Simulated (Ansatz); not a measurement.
## Al under a change: x(Cu) = 0.333, 3 atoms, Immm

Consider Al in the fcc (Cu type) structure (space group Fm-3m, No. 225; a = 4.0140 Å).

The other end (x = 1) is Cu in the fcc (Cu type) structure (space group Fm-3m, No. 225): 11.31 Å³/atom, gap zero.

Perturbation: a fraction x = 0.333 of the Al sites is given to Cu, ordered in a cell of 3 atoms (starting symmetry Immm) and fully relaxed.

Computed with plane-wave PAW DFT at the PBEsol level (Ansatz, an electronic-structure program, 420 eV), spin-orbit coupling left out, earlier PAW set. Γ-centred 21×21×21 mesh, Fermi–Dirac width 0.05 eV, for the changed cell.

```json
[
 {"quantity": "density", "base": "2.77 g/cm³", "changed": "4.56 g/cm³", "shift": "+1.79 g/cm³"},
 {"quantity": "band gap", "base": "zero", "changed": "zero", "shift": "–"},
 {"quantity": "mixing energy (to 0.01 eV only: unlike meshes or grids)", "base": "–", "changed": "-0.06 eV/atom", "shift": "–"},
 {"quantity": "deviation of the volume from the linear (Vegard-type) interpolation", "base": "–", "changed": "-2.1 %", "shift": "–"}
]
```

Final structure:

```xyz
3
Lattice="-1.3855 1.8732 4.1176 1.3855 -1.8732 4.1176 1.3855 1.8732 -4.1176" Properties=species:S:1:pos:R:3 pbc="T T T"
Al     0.0000     0.0000     2.7869
Cu     0.0000     0.0000     0.0000
Al     0.0000     0.0000     5.4483
```

These are small ordered cells, not random alloys; other orderings at the same x differ. Whether these cells are dynamically stable was not tested. All final runs are without spin polarisation.
